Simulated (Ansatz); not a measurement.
## WSi2: energy against volume

WSi2 (MoSi2 type, I4/mmm, 13.143 Å³/atom and stress up to 0.01 GPa in the relaxed cell, c along z) under hydrostatic pressure, with the cell free. LDA in Ansatz, a plane-wave DFT program (PAW, default set), 420 eV, 20×20×20 Γ-centred mesh, Fermi-Dirac smearing 0.05 eV; ions are relaxed, or left where forces stay under 0.02 eV/Å, within the symmetry of each cell.

Here V stands for volume and E for E less E0.

| volume (Å³/atom) | E less E0 (meV/atom) | pressure (GPa) |
|---|---|---|
| 13.2559 | 0.71 | -2.00 |
| 13.1987 | 0.18 | -1.00 |
| 13.1429 | 0.00 | 0.00 |
| 13.0940 | 0.14 | 0.90 |
| 13.0301 | 0.73 | 2.10 |
| 12.9069 | 3.25 | 4.49 |
| 12.6903 | 12.32 | 9.00 |
| 12.4292 | 31.79 | 15.00 |
| 11.8772 | ? | ? |

Q: Fit E against V with the third-order Birch-Murnaghan form, a cubic in V^(-2/3), and predict the withheld value at V = 11.8772.

A: With u = V^(-2/3) - 0.1812, the rows have u = -0.0026634, -0.0021480, -0.0016415, -0.0011948, -0.0006068, 0.0005406, 0.0026028, 0.0051679. Least squares gives E = 1.839 + 2240.7·u + 684233·u² + 704357·u³. Residuals (row less fit): -0.002, 0.004, -0.001, 0.003, -0.001, 0.000, 0.001, 0.000; standard error 0.003 (degrees of freedom: 4). Its minimum lies at u = -0.0016415, so V0 = (0.1795585)^(-3/2) = 13.14. There d²E/du² = 1362000 and d³E/du³ = 4226000, so B0 = (4/9) × 13.14^(-7/3) × 1362000 × 0.160218 = 238 GPa (the last factor turns the table's units into GPa), and B0' = 4 + (2/3) × 0.1795585 × (4226000)/1362000 = 4.4. B0' rests on the cubic coefficient alone and has a standard error of 0.1 from these residuals. At the withheld row, u = 0.0108985, so E = 1.839 + 2240.7 × 0.0108985 + 684233 × 0.0108985² + 704357 × 0.0108985³ = 108.442 meV/atom. The calculation gives 108.34 meV/atom, 0.102 meV/atom below the prediction (0.1 % of the range of E in the table). The row lies outside the fitted rows, so this is an extrapolation. The scatter of the fitted rows lies at the last printed digit.

In a metal these values are sensitive to mesh and smearing; energies are taken to zero smearing, stresses follow the free energy. Spin-orbit coupling is left out, which can shift these values for the heavy elements here. Other structures, which can take over under pressure, weren't tried. The same form fitted to the pressure column gives B0' = 4.3; series where the two differ by over 0.4 aren't shown. Rows are the converged runs of the series near zero and its far end, less any whose ions stayed unrelaxed beside relaxed ones; series whose fitted rows scatter by over a few per cent of the range, as at a crossing or softening among them, aren't shown in this form.
